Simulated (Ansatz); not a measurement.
**Nb in the bcc (W type) structure (space group Im-3m, No. 229)**

```
CELL_PARAMETERS angstrom
     -1.63612     1.63612     1.63612
      1.63612    -1.63612     1.63612
      1.63612     1.63612    -1.63612
ATOMIC_POSITIONS crystal
  Nb 0.00000 0.00000 0.00000
```

Method: PBEsol, PAW, 420 eV (Ansatz, a quantum-chemistry and plane-wave program; no spin-orbit coupling). Settings: 19×19×19 k-points, 0.05 eV Fermi–Dirac smearing.

```json
{
  "volume_per_atom": "17.52 Å³",
  "density": "8.81 g/cm³",
  "band_gap": "zero",
  "total_energy": "-4495.455 eV/atom (σ→0; compares only within this code and set-up)"
}
```

Stability against distortions was not tested. The base started in P-1 and relaxed to Im-3m at this level. All final runs are without spin polarisation.
